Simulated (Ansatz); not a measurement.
# One base run on Y3SiS2 (Immm, 6 atoms in the cell) and variants with one or two settings moved

```xyz
6
Lattice="-2.0446 2.8757 6.1306 2.0446 -2.8757 6.1306 2.0446 2.8757 -6.1306" Properties=species:S:1:pos:R:3 pbc="T T T"
Y      0.0000     2.8757     4.1172
Y      2.0446     0.0000     2.0134
Y      0.0000     2.8757     0.0000
Si     0.0000     0.0000     0.0000
S      0.0000     0.0000     8.1835
S      0.0000     0.0000     4.0777
```

Base run A: r2SCAN, default PAW files made with PBE (Ansatz, a quantum-chemistry and plane-wave program), self-consistent single point.

Its settings: basis.ecutwfc = 36.7 Ry; kpoints.mp_grid.grid = 6 6 6; hamiltonian.xc = r2scan; hamiltonian.pseudopotentials = {kind: paw} (the program's default PAW files); scf.occupations.method = fermi_dirac; scf.occupations.width = 0.0037 Ry.

The starting cell comes from a database of computed structures (which also holds hypothetical and non-ambient phases and stackings), without a prior relaxation at this level. Its lattice was rescaled by a random factor within 2.5 % of one. In the base run, with a pressure of about -5 GPa the cell is away from its equilibrium volume at this level. Ansatz's pressure includes its estimate of the finite-basis (Pulay) stress. The cutoff lies below the one recommended for these files.

A dash stands where there is no value to compare (another energy zero or no entropy term, no result, no spin, no clean gap, or a mesh too coarse for one). 

Run A gave: pressure (GPa) -4.67; largest force (eV/Å) 0.188.

Runs:
- B: hamiltonian.dispersion: default → d3bjatm [r2SCAN-D3BJ-ATM]
- C: hamiltonian.dispersion: default → d4 [r2SCAN-D4]

Q: What does run C change against A?

A: The pressure goes from -4.67 to -5.35 GPa and the largest force stays at 0.188 eV/Å.

Q: What does run B change against A?

A: The pressure goes from -4.67 to -5.58 GPa and the largest force moves little (0.188 to 0.189 eV/Å).

```json
[
 {"run": "A", "pressure (GPa)": "-4.67", "largest force (eV/Å)": "0.188", "dispersion energy (eV/atom)": "–"},
 {"run": "B", "pressure (GPa)": "-5.58", "largest force (eV/Å)": "0.189", "dispersion energy (eV/atom)": "-0.149"},
 {"run": "C", "pressure (GPa)": "-5.35", "largest force (eV/Å)": "0.188", "dispersion energy (eV/atom)": "-0.107"}
]
```

Left out of this page: 1 run of the series unsound by tests on forces, stress, charge or solver warnings; 2 runs of the series held back from this collection.

Keys are those of Ansatz 0.2.
